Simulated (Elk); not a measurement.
Elk run on LaSi2Ru3 (P6/mmm, 6 atoms in the cell): self-consistent single point.

Level of theory: PBEsol, spin-orbit coupling in second variation, all-electron FP-LAPW, Elk's shipped species files, default APW+lo basis in Elk 10.2.4.

```xyz
6
Lattice="5.7500 0.0000 0.0000 -2.8750 4.9796 0.0000 0.0000 0.0000 3.4626" Properties=species:S:1:pos:R:3 pbc="T T T"
La     0.0000     0.0000     0.0000
Si     0.0000     3.3198     0.0000
Si     2.8750     1.6599     0.0000
Ru    -1.4375     2.4898     1.7313
Ru     2.8750     0.0000     1.7313
Ru     1.4375     2.4898     1.7313
```

Reference input (self-consistent single point, DFT, PBEsol, all-electron FP-LAPW, Elk's shipped species files, default APW+lo basis): xctype = 22; rgkmax = 7; stype = 0; swidth = 0.00367493 Ha; ngridk = 5 5 7; rmtscf = 0.88. This run's input differs from it in these lines:

```diff
@@ -6,2 +6,5 @@
 
+spinorb
+  .true.
+
 rgkmax
@@ -11,2 +14,8 @@
   0.88
+
+lmaxi
+  3
+
+nempty
+  10
```

The program printed (abridged):

```
│ Self-consistent loop started │
│ Loop number : 1 │
 total energy                :     -22639.2960146
 total moment                :   0.1017290694E-21  0.6269235463E-20  0.1483846381E-20
│ Loop number : 2 │
 total energy                :     -22641.0784135
 total moment                :   0.2087659192E-20 -0.1173805883E-20 -0.3837952857E-21
RMS change in Kohn-Sham potential (target) :   0.2511980789     (  0.1000000000E-05)
Absolute change in total energy (target)   :    1.782398878     (  0.1000000000E-03)
│ Loop number : 3 │
 total energy                :     -22640.9491314
   [... lines left out ...]
 total energy                :     -22662.4684509
 total moment                :  -0.4782598498E-20  0.7053544896E-22 -0.8538809190E-21
RMS change in Kohn-Sham potential (target) :   0.1790858840E-06 (  0.1000000000E-05)
Absolute change in total energy (target)   :   0.2038457606E-03 (  0.1000000000E-03)
│ Loop number : 16 │
 total energy                :     -22662.4684865
 total moment                :   0.5248569388E-20 -0.4688800021E-20 -0.2589917725E-21
RMS change in Kohn-Sham potential (target) :   0.2998741589E-07 (  0.1000000000E-05)
Absolute change in total energy (target)   :   0.1537251592E-04 (  0.1000000000E-03)
Convergence targets achieved

│ Loop number : 17 │

Energies :
 Fermi                       :     0.414238555220
 xc effective B-field        :    -0.277909486805E-08
 external B-field            :      0.00000000000
 total energy                :     -22662.4684795
 (external B-field energy excluded from total)

Density of states at Fermi energy :    119.3990256
 (states/Hartree/unit cell)

Estimated indirect band gap :   0.3226446950E-03
 from k-point      2 to k-point     19
Estimated direct band gap   :   0.6511984382E-02
 at k-point     19

Charges :
 core                        :    150.0000000
 valence                     :    67.00000000
 interstitial                :    13.63076202
 muffin-tins (core leakage)
  species :    1 (La)
   atom    1                 :    53.73216725     (  0.1333015177E-02)
  species :    2 (Si)
   [... lines left out ...]
   atom    2                 :  -0.1613594406E-22 -0.6883557165E-23  0.3823800977E-22
   atom    3                 :   0.1402930726E-22  0.1053235908E-22 -0.3823800977E-22
 total in muffin-tins        :   0.6077780063E-20 -0.5098782575E-20 -0.1046710510E-20
 total moment                :   0.6160473198E-20 -0.5112826837E-20 -0.1127728948E-20

│ Self-consistent loop stopped │
```

The run converged in 17 iterations. The count includes the last loop, which Elk runs after its targets are met. 

The starting cell comes from a database of computed structures (which also holds hypothetical and non-ambient phases and stackings), without a prior relaxation at this level. Its lattice was rescaled by a random factor within 2.5 % of one. Values depend on the basis (sphere radii, cutoffs, local orbitals), which need not be converged. The log's line on a gap gives a spacing of levels on this mesh, which the program prints for metals too.

Cost on one core of a shared machine: roughly 2 min.
